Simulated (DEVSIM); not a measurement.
Device: abrupt Si p-n junction, at 300 K.

```
layer (left to right)  material  thickness (μm)  Nd (cm⁻³)  Na (cm⁻³)  τn (s)  τp (s)
---------------------  --------  --------------  ---------  ---------  ------  ------
1                            Si            48.0          -     3.4e18  3.8e-7  3.8e-7
2                            Si            23.0     1.4e17          -  3.8e-7  3.8e-7
```

Left contact: ohmic. Right contact: ohmic. Voltage is applied to the left contact. Recombination: SRH at mid-gap, radiative. Mobility is μmin + (μ − μmin)/(1 + (N/Nref)^α).

This is a model device: material constants are rounded textbook-type values typed into the input, and sizes, dopings and lifetimes were drawn at random. Values at 300 K.

```csv
parameter,Si
gap (eV),1.124
affinity (eV),4.05
permittivity,11.7
Nc (cm⁻³),2.86e19
Nv (cm⁻³),3.1e19
μn (cm²/Vs),1417
μp (cm²/Vs),470
"μn,min",52
"μp,min",45
"Nref,n",9.7e16
"Nref,p",2.2e17
αn,0.68
αp,0.72
B (cm³/s),4.7e-15
```

Model (solved in DEVSIM): 1D drift-diffusion, Boltzmann statistics, complete ionisation; no tunnelling, impact ionisation, image-force lowering or self-heating.

The doping Nd of layer 2 was swept, all else fixed.

| doping Nd of layer 2 (cm^-3) | largest field in the device at zero bias (V/cm) | dark forward voltage at 100 A/cm² (V) | dark forward voltage at 1 A/cm² (V) | potential step across the device at zero bias (V) |
|---|---|---|---|---|
| 4.2e15 | 100000 | (withheld) | (withheld) | 0.839 |
| 1.4e16 | 110000 | 0.830 | 0.660 | 0.870 |
| 4.2e16 | 130000 | 0.844 | 0.689 | 0.898 |
| 1.4e17 | 200000 | 0.868 | 0.724 | 0.929 |
| 4.2e17 | 320000 | 0.893 | 0.756 | 0.958 |
| 1.4e18 | 540000 | 0.920 | 0.787 | 0.989 |
| 4.2e18 | 750000 | 0.936 | 0.805 | 1.017 |

Some entries are withheld; supply them.


- 4.2e15, dark forward voltage at 100 A/cm² (V): 0.821
- 4.2e15, dark forward voltage at 1 A/cm² (V): 0.631
